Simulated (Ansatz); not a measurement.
Band-edge transport in semiconductors and insulators: InP (F-43m) under several functionals (Ansatz, a quantum-chemistry and plane-wave program, with spin-orbit coupling). The PBE cell:

InP is modelled in the cubic space group F-43m (No. 216), the zinc blende structure, Pearson symbol cF8. Cell: a = b = c = 5.9594 Å, α = β = γ = 90.00°. In on 4a is surrounded by 4 P at 2.580 Å (tetrahedral). P on 4d sees 4 In at 2.580 Å (tetrahedral). (Neighbours: up to the widest gap in distance over summed covalent radii, below 1.35, at either atom; cation-cation and far metal-metal contacts left out.)
(The calculation used a cell of 2 atoms; values per cell refer to that cell.)

```
Functional  cell relaxed with  volume (Å³/atom)  band gap  electron conductivity mass  hole conductivity mass  Seebeck coefficient, n-type 1e19 cm⁻³
----------  -----------------  ----------------  --------  --------------------------  ----------------------  -------------------------------------
PBE                       PBE             26.46   0.42 eV                    0.047 mₑ                 0.60 mₑ                               -40 μV/K
PBEsol                 PBEsol             25.40   0.54 eV                    0.056 mₑ                 0.56 mₑ                               -44 μV/K
```

For the band gap, PBE gives 0.42 eV and PBEsol 0.54 eV: PBE lies 23 % below.

Masses are for dilute carriers at 300 K, harmonic means over directions unless an axis is named. Seebeck coefficients are for the stated density at 300 K, with one relaxation time for all states and whether or not that doping can be reached.
